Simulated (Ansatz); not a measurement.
Take Hf2Al4C5 (space group R-3m, No. 166; a = 3.311 Å, c = 40.677 Å (hexagonal axes); a cell from a computed database, its experimental status unchecked) as the base. Axes: x lies along a and z along c of the hexagonal cell.

Method: PBEsol (Ansatz, an electronic-structure program), no SOC.

Now apply this change: every lattice vector is stretched by 2.38 %; the atoms relax in the strained cell.

Task: Predict the stress tensor and what it implies for the stiffness.

Result: Stress of the strained cell less that of the base (GPa, compression positive):
```
  -12.4     0.0     0.0
    0.0   -12.4     0.0
    0.0     0.0   -11.2
```

Then B = −ΔP/(ΔV/V₀) with ΔV/V₀ = 0.0731 gives secant stiffness values (nonlinear terms included at this strain): B (at held cell shape, above the free-shape value) ≈ 164 GPa.

As a check, the harmonic strain energy −½ V₀ Δσ:ε is 31 meV/atom; the computed energy rise is 34 meV/atom.

Stability against distortions was not tested. All final runs are without spin polarisation.
